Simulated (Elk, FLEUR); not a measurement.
An Elk input for a self-consistent single point of Si₂Mo (I4/mmm, 3 atoms in the cell) (DFT, PBE, all-electron FP-LAPW, Elk's shipped species files, APW+lo basis with extra local orbitals):

```
tasks
  0

xctype
  20

tforce
  .true.

rgkmax
  7.5

gmaxvr
  18.0

lmaxapw
  10

lmaxo
  8

nxlo
  2

lorbcnd
  .true.

lradstp
  2

nrmtscf
  2.0

rmtscf
  0.98

lmaxi
  4

swidth
  0.00367493

maxscl
  100

scale
  8.654442797

avec
   -0.3546579419    0.3546579419    0.8651216611
    0.3546579419   -0.3546579419    0.8651216611
    0.3546579419    0.3546579419   -0.8651216611

atoms
  2
  'Si.in'
  2
  0.6645700000  0.6645700000  0.0000000000    0.0 0.0 0.0
  0.3354300000  0.3354300000  0.0000000000    0.0 0.0 0.0
  'Mo.in'
  1
  0.0000000000  0.0000000000  0.0000000000    0.0 0.0 0.0

ngridk
  11 11 11
```

Task: Write the same calculation as an input for FLEUR.

Result: One input that does it (others would too):

Input of the input generator:

```
scf Si2Mo
&input film=f /
-3.0693668709 3.0693668709 7.4871459284
3.0693668709 -3.0693668709 7.4871459284
3.0693668709 3.0693668709 -7.4871459284
1.0
1.0 1.0 1.0

3
14 0.6645700000 0.6645700000 0.0000000000
14 0.3354300000 0.3354300000 0.0000000000
42 0.0000000000 0.0000000000 0.0000000000

&comp jspins=1 /
&kpt div1=11 div2=11 div3=11 /
&end /
```

```xml
<?xml version="1.0" encoding="UTF-8" standalone="no"?>
<fleurInput fleurInputVersion="0.39">
   <comment>
      scf Si2Mo                                                                                           
   </comment>
   <calculationSetup>
      <cutoffs Kmax="4.5" Gmax="13.5" GmaxXC="13.5" numbands="0"/>
      <scfLoop itmax="80" minDistance="0.00001" maxIterBroyd="99" imix="Anderson" alpha="0.05" precondParam="0.0" spinf="2.0"/>
      <coreElectrons ctail="T" frcor="F" kcrel="0" coretail_lmax="0"/>
      <xcFunctional name="pbe" relativisticCorrections="F"/>
      <magnetism jspins="1"/>
      <soc l_soc="F" theta="0.0" phi="0.0" spav="F"/>
      <expertModes spex="0" secvar="F"/>
      <geometryOptimization l_f="T" forcealpha="1.0" forcemix="BFGS" epsdisp="0.00001" epsforce="0.00001"/>
      <ldaU l_linMix="F" mixParam="0.05" spinf="1.0"/>
   </calculationSetup>
   <cell>
      <bzIntegration valenceElectrons="22.0" mode="hist" fermiSmearingEnergy="0.00367493">
         <kPointListSelection listName="default-1"/>
         <!-- k-points included here -->
         <xi:include xmlns:xi="http://www.w3.org/2001/XInclude" href="kpts.xml"> </xi:include>
      </bzIntegration>
      <!-- symmetry operations included here -->
      <xi:include xmlns:xi="http://www.w3.org/2001/XInclude" href="sym.xml"> </xi:include>
      <bulkLattice scale="1.0">
         <bravaisMatrix>
            <row-1>   -3.0693668709000002     3.0693668709000002     7.4871459284000004</row-1>
            <row-2>    3.0693668709000002    -3.0693668709000002     7.4871459284000004</row-2>
            <row-3>    3.0693668709000002     3.0693668709000002    -7.4871459284000004</row-3>
         </bravaisMatrix>
      </bulkLattice>
   </cell>
   <atomSpecies>
      <species name="Silicon (Si)" element="Si" atomicNumber="14">
         <mtSphere radius="2.25" gridPoints="793" logIncrement="0.015"/>
         <atomicCutoffs lmax="10" lnonsphr="8"/>
         <electronConfig flipSpins="F">
            <coreConfig>(1s1/2) (2s1/2) (2p1/2) (2p3/2)</coreConfig>
            <valenceConfig>(3s1/2) (3p1/2) (3p3/2)</valenceConfig>
            <stateOccupation state="(3p1/2)" spinUp="0.3333333333333" spinDown="0.3333333333333"/>
            <stateOccupation state="(3p3/2)" spinUp="0.6666666666667" spinDown="0.6666666666667"/>
         </electronConfig>
         <energyParameters s="3" p="3" d="3" f="4"/>
      </species>
      <species name="Molybdenum (Mo)" element="Mo" atomicNumber="42">
         <mtSphere radius="2.31" gridPoints="813" logIncrement="0.016"/>
         <atomicCutoffs lmax="10" lnonsphr="8"/>
         <electronConfig flipSpins="F">
            <coreConfig>(1s1/2) (2s1/2) (2p1/2) (2p3/2) (3s1/2) (3p1/2) (3p3/2) (3d3/2) (3d5/2)</coreConfig>
            <valenceConfig>(4s1/2) (4p1/2) (4p3/2) (5s1/2) (4d3/2) (4d5/2)</valenceConfig>
            <stateOccupation state="(5s1/2)" spinUp="0.5" spinDown="0.5"/>
            <stateOccupation state="(4d3/2)" spinUp="1.0" spinDown="1.0"/>
            <stateOccupation state="(4d5/2)" spinUp="1.5" spinDown="1.5"/>
         </electronConfig>
         <energyParameters s="5" p="5" d="4" f="4"/>
         <lo type="SCLO" l="0" n="4" eDeriv="0"/>
         <lo type="SCLO" l="1" n="4" eDeriv="0"/>
      </species>
   </atomSpecies>
   <atomGroups>
      <atomGroup species="Silicon (Si)">
         <relPos label="                   1">-.3354300000 -.3354300000 .0000000000</relPos>
         <relPos label="                   2">.3354300000 .3354300000 .0000000000</relPos>
         <force calculate="T" relaxXYZ="TTT"/>
      </atomGroup>
      <atomGroup species="Molybdenum (Mo)">
         <relPos label="                   3">.0000000000 .0000000000 .0000000000</relPos>
         <force calculate="T" relaxXYZ="TTT"/>
      </atomGroup>
   </atomGroups>
   <output dos="F" band="F" slice="F">
      <checks vchk="F" cdinf="F"/>
      <bandDOS minEnergy="-.5*Htr" maxEnergy="0.5*Htr" sigma="0.015" storeEVData="T"/>
      <vacuumDOS vacdos="F" integ="F" star="F" nstars="0" locx1="0.0" locy1="0.0" locx2="0.0" locy2="0.0" nstm="0" tworkf="0.0"/>
      <unfoldingBand unfoldBand="F" supercellX="1" supercellY="1" supercellZ="1"/>
      <plotting iplot="0" polar="F">
         <plot TwoD="T" vec1="  1.0  0.0  0.0" vec2="  0.0  1.0  0.0" vec3="  0.0  0.0  1.0" zero="  0.0  0.0  0.0" file="plot"/>
      </plotting>
      <chargeDensitySlicing numkpt="0" minEigenval="0.0" maxEigenval="0.0" nnne="0" pallst="F"/>
      <specialOutput eonly="F"/>
      <magneticCircularDichroism mcd="F" energyLo="-10.0" energyUp="0.0"/>
   </output>
  <!-- We include the file relax.xml here to enable relaxations (see documentation) -->
  <xi:include xmlns:xi="http://www.w3.org/2001/XInclude" href="relax.xml"> <xi:fallback/> </xi:include>
</fleurInput>
```

Basis settings and potentials, where a program has them, do not carry over. This input uses DFT, PBE, all-electron FLAPW (FLEUR), scalar-relativistic valence.

The starting cell comes from a database of computed structures (which also holds hypothetical and non-ambient phases and stackings), without a prior relaxation at this level. Its lattice was rescaled by a random factor within 2.5 % of one.
